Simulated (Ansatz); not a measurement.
For AlB2-type YSi2, LDA (plane waves, PAW; Ansatz, an electronic-structure program) gives:

- equilibrium lattice constant a: 4.032 Å
- c axis length: 3.867 Å

Problem. What does r²SCAN+rVV10 (Ansatz, PAW) give for the same quantities?

Solution. 
- lattice constant a: 4.061 Å (rises by 0.7 %)
- lattice parameter c: 3.982 Å (rises by 3.0 %)

Changes are worked out from the printed values.

Unless a cell is named, each level is at its own relaxed cell (LDA 18.14, r²SCAN+rVV10 18.95 Å³/atom).

The crystal itself was run without spin with LDA, r²SCAN+rVV10; a magnetic state was not tried in these runs.

Caveats: the relaxation could not lower the start's symmetry, so the cell can be a saddle point above a distorted one (LDA, r²SCAN+rVV10). Ansatz's density-functional and Hartree–Fock values are scalar-relativistic unless marked +SOC, with PAW data made under PBE.
